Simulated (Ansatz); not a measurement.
Take SrGeO$_{3}$ (space group P-62m, No. 189; a = 6.905 Å, c = 5.720 Å; a cell from a computed database, its experimental status unchecked) as the base.

Calculations: plane-wave PAW DFT at the PBEsol level (Ansatz, an electronic-structure program, 420 eV), no SOC.

Base values:

The electron mass is 0.32 mₑ along c, 0.43 mₑ across (at Γ) and the valence-band top at Γ is 0.00, 0.00, -0.33 eV. The lattice parameter a comes out as 6.905 Å.

It is then changed as follows: cell and atoms relaxed at a pressure of 7.5 GPa.

Q: Estimate the effect on the electron mass, valence-band top at Γ and lattice parameter a.

A: The electron mass changes from 0.32 mₑ along c, 0.43 mₑ across (at Γ) to 0.31 mₑ along c, 0.43 mₑ across (at Γ); the valence-band top at Γ (three highest levels, from the VBM) goes from 0.00, 0.00, -0.33 eV to 0.00, 0.00, -0.57 eV; the lattice parameter a decreases by 0.363 Å to 6.542 Å.

The levels and masses belong to the bands next to the band gap. Load acts through the strain it causes; cell and atoms are relaxed under it. Effective masses come from finite differences of ±0.01 Å⁻¹. Whether these cells are dynamically stable was not tested. Competing high-pressure phases were not computed.
